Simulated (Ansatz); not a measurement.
The reference is C in the diamond structure (space group Fd-3m, No. 227; a = 3.560 Å). Axes: x, y, z lie along the cube axes.

Calculations: Ansatz (a program for electronic structure) r2SCAN, scalar-relativistic without spin-orbit coupling.

Base values:

| Quantity | Value |
|---|---|
| Valley order | a point along ⟨100⟩, about 1.3 Å⁻¹ from Γ 4.36 eV |
| Smallest direct gap | 5.90 eV |

Now apply this change: uniaxial strain ε_zz = −2.00 %, all other strain components held at zero; the atoms relax in the strained cell.

Q: Estimate the effect on the valley order, smallest direct gap, energy relative to the base and hole mass.

A: The valley order (the lowest conduction-band minima on the path, energy above the VBM, named in the base's zone) becomes a point along [001], about 1.3 Å⁻¹ from Γ 3.86 eV; a point along [100], about 1.3 Å⁻¹ from Γ 4.38 eV (base: a point along ⟨100⟩, about 1.3 Å⁻¹ from Γ 4.36 eV); the smallest direct gap shrinks by 0.333 eV (5.90 eV → 5.56 eV); the energy goes up by 8.0 meV/atom; the hole mass amounts to 0.50 mₑ along z, 0.26 mₑ across (at Γ).

Masses are band curvatures over ±0.01 Å⁻¹ around the edge. Whether these cells are dynamically stable was not tested.
